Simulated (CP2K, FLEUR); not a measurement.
A FLEUR input for a self-consistent single point of OsRu (P-6m2, 2 atoms in the cell) (DFT, LDA (Perdew-Zunger), all-electron FLAPW (FLEUR), scalar-relativistic valence):

Input of the input generator:

```
scf OsRu
&input film=f /
1.0000000000 -0.0000000324 0.0000000000
-0.4999999719 0.8660254200 0.0000000000
0.0000000000 0.0000000000 1.5769359227
4.9840777613
1.0 1.0 1.0

2
44 0.3333333333 0.6666666667 0.0000000000
76 0.6666666667 0.3333333333 0.5000000000

&comp jspins=1 /
&exco xctyp='pz' /
&kpt div1=9 div2=9 div3=5 /
&end /
```

```xml
<?xml version="1.0" encoding="UTF-8" standalone="no"?>
<fleurInput fleurInputVersion="0.39">
   <comment>
      scf OsRu                                                                                            
   </comment>
   <calculationSetup>
      <cutoffs Kmax="4.4" Gmax="15.4" GmaxXC="15.4" numbands="0"/>
      <scfLoop itmax="80" minDistance="0.00001" maxIterBroyd="40" imix="Anderson" alpha="0.05" precondParam="0.0" spinf="2.0"/>
      <coreElectrons ctail="T" frcor="F" kcrel="0" coretail_lmax="0"/>
      <xcFunctional name="pz" relativisticCorrections="F"/>
      <magnetism jspins="1"/>
      <soc l_soc="F" theta="0.0" phi="0.0" spav="F"/>
      <expertModes spex="0" secvar="F"/>
      <geometryOptimization l_f="T" forcealpha="1.0" forcemix="BFGS" epsdisp="0.00001" epsforce="0.00001"/>
      <ldaU l_linMix="F" mixParam="0.05" spinf="1.0"/>
   </calculationSetup>
   <cell>
      <bzIntegration valenceElectrons="28.0" mode="hist" fermiSmearingEnergy="0.00367493">
         <kPointListSelection listName="default-1"/>
         <!-- k-points included here -->
         <xi:include xmlns:xi="http://www.w3.org/2001/XInclude" href="kpts.xml"> </xi:include>
      </bzIntegration>
      <!-- symmetry operations included here -->
      <xi:include xmlns:xi="http://www.w3.org/2001/XInclude" href="sym.xml"> </xi:include>
      <bulkLattice scale="1.0">
         <bravaisMatrix>
            <row-1>    4.9840777613000000    -0.0000001614841195     0.0000000000000000</row-1>
            <row-2>   -2.4920387405974149     4.3163380365424926     0.0000000000000000</row-2>
            <row-3>    0.0000000000000000     0.0000000000000000     7.8595712633241659</row-3>
         </bravaisMatrix>
      </bulkLattice>
   </cell>
   <atomSpecies>
      <species name="Ruthenium (Ru)" element="Ru" atomicNumber="44">
         <mtSphere radius="2.27" gridPoints="801" logIncrement="0.016"/>
         <atomicCutoffs lmax="10" lnonsphr="8"/>
         <electronConfig flipSpins="F">
            <coreConfig>(1s1/2) (2s1/2) (2p1/2) (2p3/2) (3s1/2) (3p1/2) (3p3/2) (4s1/2) (3d3/2) (3d5/2)</coreConfig>
            <valenceConfig>(4p1/2) (4p3/2) (5s1/2) (4d3/2) (4d5/2)</valenceConfig>
            <stateOccupation state="(5s1/2)" spinUp="0.5" spinDown="0.5"/>
            <stateOccupation state="(4d3/2)" spinUp="1.4" spinDown="1.4"/>
            <stateOccupation state="(4d5/2)" spinUp="2.1" spinDown="2.1"/>
         </electronConfig>
         <energyParameters s="5" p="5" d="4" f="4"/>
         <lo type="SCLO" l="1" n="4" eDeriv="0"/>
      </species>
      <species name="Osmium (Os)" element="Os" atomicNumber="76">
         <mtSphere radius="2.27" gridPoints="801" logIncrement="0.017"/>
         <atomicCutoffs lmax="10" lnonsphr="8"/>
         <electronConfig flipSpins="F">
            <coreConfig>(1s1/2) (2s1/2) (2p1/2) (2p3/2) (3s1/2) (3p1/2) (3p3/2) (4s1/2) (3d3/2) (3d5/2) (4p1/2) (4p3/2) (5s1/2) (4d3/2) (4d5/2) (4f5/2) (4f7/2)</coreConfig>
            <valenceConfig>(5p1/2) (5p3/2) (6s1/2) (5d3/2) (5d5/2)</valenceConfig>
            <stateOccupation state="(5d3/2)" spinUp="1.2" spinDown="1.2"/>
            <stateOccupation state="(5d5/2)" spinUp="1.8" spinDown="1.8"/>
         </electronConfig>
         <energyParameters s="6" p="6" d="5" f="5"/>
         <lo type="SCLO" l="1" n="5" eDeriv="0"/>
      </species>
   </atomSpecies>
   <atomGroups>
      <atomGroup species="Ruthenium (Ru)">
         <relPos label="                   1">1.000/3.000 -1.000/3.000 .0000000000</relPos>
         <force calculate="T" relaxXYZ="TTT"/>
      </atomGroup>
      <atomGroup species="Osmium (Os)">
         <relPos label="                   2">-1.000/3.000 1.000/3.000 1.000/2.000</relPos>
         <force calculate="T" relaxXYZ="TTT"/>
      </atomGroup>
   </atomGroups>
   <output dos="F" band="F" slice="F">
      <checks vchk="F" cdinf="F"/>
      <bandDOS minEnergy="-.5*Htr" maxEnergy="0.5*Htr" sigma="0.015" storeEVData="T"/>
      <vacuumDOS vacdos="F" integ="F" star="F" nstars="0" locx1="0.0" locy1="0.0" locx2="0.0" locy2="0.0" nstm="0" tworkf="0.0"/>
      <unfoldingBand unfoldBand="F" supercellX="1" supercellY="1" supercellZ="1"/>
      <plotting iplot="0" polar="F">
         <plot TwoD="T" vec1="  1.0  0.0  0.0" vec2="  0.0  1.0  0.0" vec3="  0.0  0.0  1.0" zero="  0.0  0.0  0.0" file="plot"/>
      </plotting>
      <chargeDensitySlicing numkpt="0" minEigenval="0.0" maxEigenval="0.0" nnne="0" pallst="F"/>
      <specialOutput eonly="F"/>
      <magneticCircularDichroism mcd="F" energyLo="-10.0" energyUp="0.0"/>
   </output>
  <!-- We include the file relax.xml here to enable relaxations (see documentation) -->
  <xi:include xmlns:xi="http://www.w3.org/2001/XInclude" href="relax.xml"> <xi:fallback/> </xi:include>
</fleurInput>
```

### Question
Give the CP2K input for the same structure, mesh, smearing and functional.

### Answer
This is the input that was run; spellings and numerical settings could be chosen otherwise.

```
&GLOBAL
  PROJECT osru
  RUN_TYPE ENERGY_FORCE
  PRINT_LEVEL MEDIUM
&END GLOBAL
&FORCE_EVAL
  METHOD Quickstep
  STRESS_TENSOR ANALYTICAL
  &DFT
    BASIS_SET_FILE_NAME BASIS_MOLOPT
    POTENTIAL_FILE_NAME GTH_POTENTIALS
    &QS
      METHOD GPW
      EPS_DEFAULT 1E-10
    &END QS
    &MGRID
      CUTOFF 500
      REL_CUTOFF 50
      NGRIDS 5
    &END MGRID
    &SCF
      SCF_GUESS ATOMIC
      EPS_SCF 1E-7
      MAX_SCF 100
      ADDED_MOS 6
      &DIAGONALIZATION
        ALGORITHM STANDARD
      &END DIAGONALIZATION
      &MIXING
        METHOD BROYDEN_MIXING
        ALPHA 0.2
        NBUFFER 10
        BETA 1
      &END MIXING
      &SMEAR ON
        METHOD FERMI_DIRAC
        ELECTRONIC_TEMPERATURE [K] 1160.45
      &END SMEAR
    &END SCF
    &KPOINTS
      SCHEME MONKHORST-PACK 9 9 5
    &END KPOINTS
    &XC
      &XC_FUNCTIONAL PADE
      &END XC_FUNCTIONAL
    &END XC
    &PRINT
      &MO
        EIGENVALUES T
        OCCUPATION_NUMBERS T
        NDIGITS 8
        FILENAME mo
        &EACH
          QS_SCF 0
        &END EACH
        ADD_LAST NUMERIC
      &END MO
      &MULLIKEN ON
      &END MULLIKEN
    &END PRINT
  &END DFT
  &SUBSYS
    &CELL
      ABC 2.63746000 2.63746055 4.15910600
      ALPHA_BETA_GAMMA 90.00000000 90.00000000 119.99999306
      PERIODIC XYZ
    &END CELL
    &COORD
      Ru      -0.00000132     1.52273943     0.00000000
      Os       1.31873132     0.76136857     2.07955300
    &END COORD
    &KIND Ru
      BASIS_SET DZVP-MOLOPT-SR-GTH-q16
      POTENTIAL GTH-PADE-q16
    &END KIND
    &KIND Os
      BASIS_SET DZVP-MOLOPT-SR-GTH-q16
      POTENTIAL GTH-PADE-q16
    &END KIND
  &END SUBSYS
  &PRINT
    &FORCES ON
    &END FORCES
    &STRESS_TENSOR ON
    &END STRESS_TENSOR
  &END PRINT
&END FORCE_EVAL
```

Basis, cutoffs, solver keys and any potentials are the target program's own. This input uses DFT LDA (Pade form), GPW, DZVP-MOLOPT-SR-GTH basis, GTH-PADE potentials (GTH_POTENTIALS). LDA parametrisations can differ slightly between programs.

The starting cell comes from a database of computed structures (which also holds hypothetical and non-ambient phases and stackings), without a prior relaxation at this level. Its lattice was rescaled by a random factor within 2.5 % of one. For this run, on top of that: lattice scaled by 0.98.
